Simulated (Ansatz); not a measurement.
## hypothetical cubic perovskite KSrCl3 with two functionals, strain tensor (xx, yy, zz, yz, xz, xy) = (+1.11, +0.46, −0.15, +0.42, −0.55, −0.74) %

The parent structure is KSrCl₃ in the cubic perovskite structure (space group Pm-3m, No. 221; a = 5.677 Å; a hypothetical phase, not in the database extracts checked). Axes: x, y, z lie along the cube axes.

(Cell as relaxed with PBE.)

Levels (all Ansatz, a first-principles code, PAW): PBE (420 eV, no spin-orbit coupling); r2SCAN (500 eV, scalar-relativistic without spin-orbit coupling).

Each level relaxes its own structure.

```csv
base,PBE,r2SCAN
volume per atom,36.59 Å³,35.81 Å³
lattice parameter a,5.677 Å,5.636 Å
band gap,4.44 eV,5.19 eV
```

Modification: the symmetric strain tensor [0.0111 -0.0074 -0.0055; -0.0074 0.0046 0.0042; -0.0055 0.0042 -0.0015]; the atoms relax in the strained cell.

| quantity | PBE | r2SCAN |
|---|---|---|
| band gap | 4.41 eV | [?] |
| shortest interatomic distance | 2.834 Å | [?] |
| smallest direct gap | 4.62 eV | [?] |
| stress (xx, yy, zz, yz, xz, xy; compression positive) | (-0.52, -0.27, -0.01, -0.04, 0.05, 0.07) GPa | [?] |

**Question.** What does r2SCAN give?

**Answer.** 
- band gap, r2SCAN: 5.15 eV
- shortest interatomic distance, r2SCAN: 2.814 Å
- smallest direct gap, r2SCAN: 5.37 eV
- stress (xx, yy, zz, yz, xz, xy; compression positive), r2SCAN: (-0.60, -0.30, 0.00, -0.04, 0.05, 0.07) GPa

PBE's band gap lies 0.747 eV below r2SCAN's; PBE's shortest interatomic distance lies 0.020 Å above r2SCAN's (0.7 %); PBE's smallest direct gap lies 0.75 eV below r2SCAN's. Neither level is exact; r2SCAN is the comparison here, not a measurement.

Whether these cells are dynamically stable was not tested. Many cubic perovskites are stable only at high temperature; tilts and polar distortions were not tested.
